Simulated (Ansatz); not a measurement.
The starting structures come from a database of crystals and need not be the phases stable at ambient conditions.

The decay constant κ of evanescent states in the gap governs leakage through a thin film.

Consider the following.

```xyz
18
Lattice="8.0294 0.0000 0.0000 0.3648 8.0211 0.0000 3.8323 -4.0105 5.5471" Properties=species:S:1:pos:R:3 pbc="T T T"
Rb     9.9455    -2.0053     4.7683
Rb     2.2810     6.0158     0.7788
Rb     4.7351     3.4475     2.7736
Rb     7.4913     0.5631     2.7736
Rb     6.2956     6.0158     0.0000
Rb     2.0985     2.0053     0.0000
Zn     8.2118     4.0105     2.7736
Zn     4.0147     0.0000     2.7736
H      7.5054     3.3356     4.1045
H      4.7211     0.6750     1.4426
H      2.3888     0.2873     2.7736
H      9.8377     3.7232     2.7736
H      7.5054     3.3356     1.4426
H      4.7211     0.6750     4.1045
H      4.2278    -1.6373     2.7736
H      7.9986     5.6478     2.7736
H      4.1971     4.0105     0.0000
H      0.0000     0.0000     0.0000
```

Space group of this cell: I4/mcm. The cell is taken as given.

Transport runs along the normal of the first two printed cell vectors, the (110) plane of the conventional cell.

No gap correction and no spin-orbit coupling; mid-gap values are interpolated between computed energies.

### Question
Predict the band gap and the smallest decay constant κ at mid-gap from r2SCAN (Ansatz, an electronic-structure program).

### Answer
Gap 3.77 eV on a 6×6×6 mesh; κ = 0.375 1/Å, at the zone centre.
